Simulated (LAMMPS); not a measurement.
Simulation of a free-standing liquid film of Ni, 2352 atoms, at 1730 K.

Method: classical MD, pair style eam/alloy, file NiAlH_jea.eam.alloy (LAMMPS).

| Property | Result |
|---|---|
| surface tension | 1.71 ± 0.03 N/m |
| excess potential energy of the surface | 2.0 J/m² |
| number density in the middle | 0.0783 Å⁻³ |
| cost | roughly 8 core-minutes |

Potential: file NiAlH_jea.eam.alloy of the LAMMPS distribution; its header cites Moody and Baskes, Modell Sim Mater Sci Eng, 3, 289-307 (1995).

Errors shown are sampling errors alone.

| z (Å) | number density (Å⁻³) |
|---|---|
| -24.87 | 0.0000 |
| -23.86 | 0.0006 |
| -22.86 | 0.0143 |
| -21.85 | 0.0698 |
| -20.85 | 0.0824 |
| -19.84 | 0.0819 |
| -18.84 | 0.0807 |
| -17.83 | 0.0771 |
| -16.83 | 0.0790 |
| -15.83 | 0.0772 |
| -14.82 | 0.0788 |
| -13.82 | 0.0774 |
| -12.81 | 0.0787 |
| -11.81 | 0.0775 |
| -10.80 | 0.0791 |
| -9.800 | 0.0779 |
| -8.790 | 0.0783 |
| -7.790 | 0.0788 |
| -6.780 | 0.0777 |
| -5.780 | 0.0782 |
| -4.770 | 0.0780 |
| -3.770 | 0.0785 |
| -2.760 | 0.0782 |
| -1.760 | 0.0788 |
| -0.7500 | 0.0777 |
| 0.2500 | 0.0787 |
| 1.260 | 0.0781 |
| 2.260 | 0.0791 |
| 3.270 | 0.0778 |
| 4.270 | 0.0788 |
| 5.280 | 0.0769 |
| 6.280 | 0.0792 |
| 7.280 | 0.0780 |
| 8.290 | 0.0788 |
| 9.290 | 0.0781 |
| 10.30 | 0.0784 |
| 11.30 | 0.0782 |
| 12.31 | 0.0786 |
| 13.31 | 0.0779 |
| 14.32 | 0.0795 |
| 15.32 | 0.0770 |
| 16.33 | 0.0791 |
| 17.33 | 0.0776 |
| 18.34 | 0.0803 |
| 19.34 | 0.0825 |
| 20.35 | 0.0823 |
| 21.35 | 0.0682 |
| 22.36 | 0.0140 |
| 23.36 | 0.0006 |
| 24.37 | 0.0000 |
